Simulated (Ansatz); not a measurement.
The starting structures come from a database of crystals and need not be the phases stable at ambient conditions.

Given:

```
HfO4Si
1.0
    6.55340     0.00000     0.00000
    0.00000     6.55340     0.00000
    3.27670    -3.27670     2.98224
Hf Si O
2 2 8
Direct
  0.00000   0.00000   0.00000
  0.25000   0.25000   0.50000
  0.75000   0.75000   0.50000
  0.50000   0.50000   0.00000
  0.86591   0.31920   0.63840
  0.93080   0.75431   0.13840
  0.49569   0.31920   0.63840
  0.93080   0.38409   0.13840
  0.38409   0.93080   0.86160
  0.31920   0.86591   0.36160
  0.75431   0.93080   0.86160
  0.31920   0.49569   0.36160
```

The cell is taken as given; by r2SCAN it stands under a pressure of 2.1 GPa.

Transport runs along the normal of the first two printed cell vectors, the (001) plane of the conventional cell.

The gap is the functional's own. No spin-orbit coupling. Mid-gap values are those at the computed energy nearest the middle.

Problem. Predict the band gap and the smallest decay constant κ at mid-gap from r2SCAN in Ansatz (a program for electronic structure).

Solution. Gap 6.08 eV on a 10×10×10 mesh; κ = 0.426 1/Å, at the zone centre.
